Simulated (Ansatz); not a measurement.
Base system: BaTiO3 (space group P4mm, No. 99; a = 3.973 Å, c = 4.112 Å). Axes: x, y, z lie along a, b, c of the conventional cell.

Levels (all Ansatz, a quantum-chemistry and plane-wave program, PAW, earlier PAW set): r2SCAN (500 eV, no spin-orbit coupling); HSE06 (420 eV, without spin-orbit coupling).

Its gap is 2.23 eV with r2SCAN and 3.31 eV with HSE06.

The change: tensor shear ε_yz = +1.57 % (engineering shear γ = 0.0314); the atoms relax in the strained cell.

With r2SCAN the gap becomes 2.45 eV.

**Question.** If the HSE06 correction stayed the same, what would the HSE06 gap be, and what does the HSE06 run give?

**Answer.** A rigid correction of +1.08 eV gives 3.53 eV. The HSE06 run gives 3.54 eV, so the two effects roughly add.

Single points use the geometry relaxed with r2SCAN. The hybrid gap comes from the SCF mesh plus the semilocal run's edge points and a few special points and is an upper bound. No phonon test of stability was made. All final runs are without spin polarisation.
